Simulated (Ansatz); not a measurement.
# Converging the plane-wave cutoff: PdPt₃ (I4mm, 4 atoms in the cell)

```
PdPt3
1.0
   -1.97785     1.97785     3.92748
    1.97785    -1.97785     3.92748
    1.97785     1.97785    -3.92748
Pd Pt
1 3
Direct
  0.00636   0.00636   0.00000
  0.75000   0.25000   0.50000
  0.25000   0.75000   0.50000
  0.50000   0.50000   0.00000
```
Moments meant for the start (each program seeds them in its own way; μB, in the order of the atoms Pd Pt Pt Pt): 0.0 1.0 1.0 1.0.

Level of theory: PBEsol, default PAW files made with PBE (plane waves; Ansatz, a program for electronic structure).

Base settings: basis.ecutwfc = 420 eV; kpoints.mp_grid.grid = 6 6 6; hamiltonian.xc = pbesol; hamiltonian.pseudopotentials = {kind: paw} (the program's default PAW files); magnetization.spin_polarized = true; scf.occupations.method = fermi_dirac; scf.occupations.width = 0.1 eV.

The second cell is the first with its lattice scaled by 0.98.

The mesh stays at the base's, so the ladder's end is converged at best in this setting alone.

The first pressure column holds Ansatz's estimate of the finite-basis (Pulay) stress, which hides part of the cutoff error; the other is without it.

Only quantities that move along the ladder and can be compared are tabulated.

The count of work is k-points × plane waves × bands × iterations; it is no time. 

The starting cell comes from a database of computed structures (which also holds hypothetical and non-ambient phases and stackings), without a prior relaxation at this level. Its lattice was rescaled by up to half a per cent. One atom was moved a little off its site on purpose. The starting moments vanished: the run ended non-magnetic. The program warned that a starting moment was not kept. In the base run, with a pressure of about -7 GPa the cell is away from its equilibrium volume at this level.

| basis.ecutwfc | free energy less the last step's (meV/atom) | energy of the compressed cell less the first (meV/atom) | pressure (GPa) | pressure without the Pulay estimate (GPa) | largest difference of a force vector from the last step's (eV/Å) | count of work / last |
|---|---|---|---|---|---|---|
| 145 eV | 61772.43 | -216.81 | -104.28 | -1963.98 | 1.131 | 0.061 |
| 170 eV | 29412.17 | -521.48 | -90.01 | -1148.14 | 1.089 | 0.081 |
| 190 eV | 15624.71 | -36.04 | -29.21 | -705.78 | 0.847 | 0.099 |
| 210 eV | 7863.36 | 28.49 | 5.58 | -412.50 | 0.463 | 0.097 |
| 230 eV | 3558.95 | 182.35 | 13.24 | -221.66 | 0.079 | 0.094 |
| 250 eV | 1560.04 | 41.16 | -3.12 | -117.64 | 0.137 | 0.11 |
| 295 eV | 199.02 | -1.15 | -7.63 | -27.79 | 0.028 | 0.16 |
| 335 eV | 23.89 | 0.55 | -7.49 | -10.57 | 0.001 | 0.18 |
| 380 eV | 3.04 | 1.52 | -7.28 | -7.45 | 0.001 | 0.23 |
| 420 eV | 2.00 | 1.49 | -7.28 | -7.34 | 0.001 | 0.27 |
| 460 eV | 1.13 | 1.41 | -7.29 | -7.36 | 0.001 | 0.31 |
| 505 eV | 0.55 | 1.35 | -7.30 | -7.33 | 0.000 | 0.35 |
| 565 eV | 0.37 | 1.33 | -7.30 | -7.31 | 0.000 | 0.41 |
| 630 eV | 0.23 | 1.32 | -7.31 | -7.31 | 0.000 | 0.48 |
| 735 eV | 0.10 | 1.31 | -7.31 | -7.31 | 0.000 | 0.62 |
| 840 eV | 0.05 | 1.31 | -7.31 | -7.31 | 0.000 | 0.77 |
| 1010 eV | 0.00 | 1.31 | -7.31 | -7.31 | 0.000 | 1.0 |

Coarsest basis.ecutwfc that holds the energy of the compressed cell less the first within 1 meV/atom of the last step, with all finer ones: 335 eV, at 0.18 of the last step's count of work; the step before is off by 2.5 meV/atom.

Coarsest basis.ecutwfc that holds the free energy within 1 meV/atom of the last step, with all finer ones: 505 eV, at 0.35 of the last step's count of work; the step before is off by 1.1 meV/atom.

Coarsest basis.ecutwfc that holds the pressure without the Pulay estimate within 1 GPa of the last step, with all finer ones: 380 eV, at 0.23 of the last step's count of work; the step before is off by 3.3 GPa.

The energy difference between the two cells stays within 1 meV/atom of the last step's from 335 eV on, the total only from 505 eV on: much of the error is common to both cells and cancels.

At the lowest cutoff the pressure without the Pulay estimate lies 1960 GPa under the last step's, the usual sign of Pulay stress in an incomplete plane-wave basis.

Keys are those of Ansatz 0.2.
